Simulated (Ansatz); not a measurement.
Functionals compared on SiH3 on the 1x1 (111) surface of fcc Ni, ferromagnetic, one in a 2x2 cell, started at the site 'bridge Ni-Ni (span 2.5 Å)', in Ansatz (plane waves, PAW). The structure was relaxed with PBE; the other rows are single points on it, each with its references at the same level. Cutoff 420 eV.

Set-up: 20 atoms, 6.0 Å thick at the start under the adsorbate (thin: gaps and levels are the slab's own); mesh 7x7x1; 0.1 eV smearing; dipole correction on; 8 atoms held, the rest relaxed; no symmetry held; spin-polarised, no spin-orbit, no U, no dispersion correction. At the end it is bonded to 2 Ni. In PBE it is, or lies within 0.03 eV of, the lowest of the starts that converged. These notes are the PBE run's. Adsorption energies are against SiH4(g) − ½ H2(g). A negative adsorption energy means that the adsorbate is more stable on the surface than in its reference.

```json
[
 {"functional": "PBE", "adsorption energy (eV)": "-1.13", "work function of the top face (eV)": "4.74", "change of the work function (eV)": "-0.33", "magnetic moment of the cell (μB)": "9.61", "rough cost of the single point": "–"},
 {"functional": "RPBE", "adsorption energy (eV)": "(withheld)", "work function of the top face (eV)": "(withheld)", "change of the work function (eV)": "(withheld)", "magnetic moment of the cell (μB)": "9.76", "rough cost of the single point": "around 13 core-minutes (rough)"}
]
```

### Question
Fill in the missing entries.

### Answer

- RPBE, adsorption energy (eV): -0.72
- RPBE, work function of the top face (eV): 4.67
- RPBE, change of the work function (eV): -0.23

Ansatz is a program for electronic structure.
